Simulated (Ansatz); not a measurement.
We consider GeSi3 (model structure, P-4m2, No. 115, 4 atoms in the cell), described by r²SCAN in Ansatz (plane waves, PAW).

Run with plane-wave cutoff 560 eV, 10×10×6 k mesh (along the axes of the cell as run), Fermi–Dirac smearing 0.01 eV, scalar-relativistic PAW data made under PBE.

Cell (relaxed at this level):

```cif
data_GeSi3
_chemical_formula_sum 'Si3 Ge1'
_space_group_name_H-M_alt 'P-4m2'
_space_group_IT_number 115
_space_group_name_Hall 'P -4 -2'
_cell_length_a 3.88466
_cell_length_b 3.88466
_cell_length_c 5.49210
_cell_angle_alpha 90.000
_cell_angle_beta 90.000
_cell_angle_gamma 90.000
loop_
_atom_site_label
_atom_site_type_symbol
_atom_site_symmetry_multiplicity
_atom_site_Wyckoff_symbol
_atom_site_fract_x
_atom_site_fract_y
_atom_site_fract_z
_atom_site_occupancy
Si1 Si 2 g 0.00000 0.50000 0.24513 1
Si2 Si 1 a 0.00000 0.00000 0.00000 1
Ge1 Ge 1 c 0.50000 0.50000 0.50000 1
```

Problem. Estimate the band gap and bulk modulus B0 that the calculation returns.

Solution. 
- band gap: 0.56 eV (on the SCF k mesh)
- bulk modulus B0: 91.0 GPa

Note: the bulk modulus is −V dP/dV from two relaxed cells at ±2 % in volume; the relaxation could raise the start's symmetry but not lower it, so the cell can be a saddle point.

Spin–orbit coupling is not included.

A model structure was made by putting elements into a prototype or built by hand; it is no filed structure, need not be a known phase, and can be a saddle point held by its symmetry.

Ansatz is a first-principles code.
